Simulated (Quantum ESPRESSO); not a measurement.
A self-consistent single point of YSc (P-6m2, 2 atoms in the cell) with Quantum ESPRESSO.

Method: LDA (PZ), GBRV 1.5 ultrasoft (LDA) pseudopotentials (plane waves; Quantum ESPRESSO).

The change in words: lattice scaled by 0.985. Reference geometry:
```
CELL_PARAMETERS angstrom
      3.47370     0.00000     0.00000
     -1.73685     3.00832     0.00000
      0.00000     0.00000     5.33279
ATOMIC_POSITIONS crystal
  Y  0.00000 0.00000 0.00000
  Sc 0.33333 0.66667 0.50000
```

Reference input (self-consistent single point, DFT, LDA (PZ), plane waves, GBRV 1.5 ultrasoft (LDA) pseudopotentials): ecutwfc = 50 Ry; ecutrho = 400 Ry; occupations = smearing; smearing = mp; degauss = 0.0099958 Ry; potentials = {Y: y_lda_v1.4.uspp.F.UPF, Sc: sc_lda_v1.uspp.F.UPF}; K_POINTS = automatic 14 14 8 0 0 0; conv_thr = 1e-10 Ry; mixing_beta = 0.3. This run's input differs from it in these lines:

```diff
@@ -27,3 +27,3 @@
 Y     0.0000000000    0.0000000000    0.0000000000
-Sc    0.0000000000    2.0055439697    2.6663930000
+Sc    0.0000000000    1.9754605965    2.6263970000
 K_POINTS automatic
@@ -31,5 +31,5 @@
 CELL_PARAMETERS angstrom
-   3.4737040524     0.0000000000     0.0000000000
-  -1.7368520262     3.0083159546     0.0000000000
-   0.0000000000     0.0000000000     5.3327860000
+   3.4215981215     0.0000000000     0.0000000000
+  -1.7107990608     2.9631908948     0.0000000000
+   0.0000000000     0.0000000000     5.2527940000
```

The program printed (abridged):

```
     Self-consistent Calculation

     iteration #  1     ecut=    50.00 Ry     beta= 0.30

     Threshold (ethr) on eigenvalues was too large:
     Diagonalizing with lowered threshold

     total energy              =    -187.11427015 Ry
     estimated scf accuracy    <       0.02995751 Ry

     iteration #  2     ecut=    50.00 Ry     beta= 0.30

     total energy              =    -187.11685869 Ry
     estimated scf accuracy    <       0.03534421 Ry

     iteration #  3     ecut=    50.00 Ry     beta= 0.30

     total energy              =    -187.11978350 Ry
     estimated scf accuracy    <       0.00232945 Ry

   [... 8 blocks of this kind left out ...]

     iteration # 12     ecut=    50.00 Ry     beta= 0.30

     total energy              =    -187.12041693 Ry
     estimated scf accuracy    <          9.0E-10 Ry

     iteration # 13     ecut=    50.00 Ry     beta= 0.30
     End of self-consistent calculation

     Number of k-points >= 100: set verbosity='high' to print the bands.

     the Fermi energy is    10.0266 ev

!    total energy              =    -187.12041693 Ry
     estimated scf accuracy    <          1.3E-11 Ry
     smearing contrib. (-TS)   =       0.00025728 Ry
     internal energy E=F+TS    =    -187.12067421 Ry

     convergence has been achieved in  13 iterations

     Forces acting on atoms (cartesian axes, Ry/au):

     atom    1 type  1   force =    -0.00000000   -0.00000000    0.00000000
     atom    2 type  2   force =     0.00000000    0.00000000    0.00000000

     Total force =     0.000000     Total SCF correction =     0.000000

          total   stress  (Ry/bohr**3)                   (kbar)     P=       -9.31
  -0.00006526  -0.00000000   0.00000000           -9.60       -0.00        0.00
  -0.00000000  -0.00006526   0.00000000           -0.00       -9.60        0.00
   0.00000000   0.00000000  -0.00005929            0.00        0.00       -8.72

   JOB DONE.
```

The run converged in 13 iterations. Against the reference run the free energy goes down by 15.2 meV/atom and the pressure goes from -2.98 to -0.93 GPa.

The starting cell comes from a database of computed structures (which also holds hypothetical and non-ambient phases and stackings), without a prior relaxation at this level. Its lattice was rescaled by a random factor within 2.5 % of one. For this run, on top of that: lattice scaled by 0.985.

Cost on one core of a shared machine: roughly 2 min.
